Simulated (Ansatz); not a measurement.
## SiGe (P6₃mc, No. 186, 4 atoms in the cell; start mp-978534)

These are r²SCAN (PAW; Ansatz, a quantum-chemistry and plane-wave program) values and carry that method's errors.

Settings: plane-wave cutoff 600 eV, 12×12×6 k mesh (along the axes of the cell as run), scalar-relativistic PAW data made under PBE.

Cell (relaxed at this level):

GeSi is taken in the hexagonal space group P6₃mc (No. 186), the wurtzite structure, Pearson symbol hP4. Cell: a = b = 3.9040 Å, c = 6.4551 Å, α = β = 90.00°, γ = 120.00°. Si on 2b has 4 Ge at 2.396–2.414 Å (tetrahedral). Ge on 2b sees 4 Si at 2.396–2.414 Å (tetrahedral). (Neighbours: up to the widest gap in distance over summed covalent radii, below 1.35, at either atom.)

```json
{
  "Voigt–Reuss–Hill bulk modulus": "84.2 GPa",
  "Voigt–Reuss–Hill shear modulus (Hill average)": "63.7 GPa",
  "young_modulus": "153 GPa",
  "poisson_ratio": "0.198"
}
```

Note: the relaxation could not lower the start's symmetry, so the cell can be a saddle point above a distorted one.

Elastic constants are with the ions relaxed.

The result took roughly 40 core-minutes.

A start named mp-… is a Materials Project structure, which need not be a measured phase.
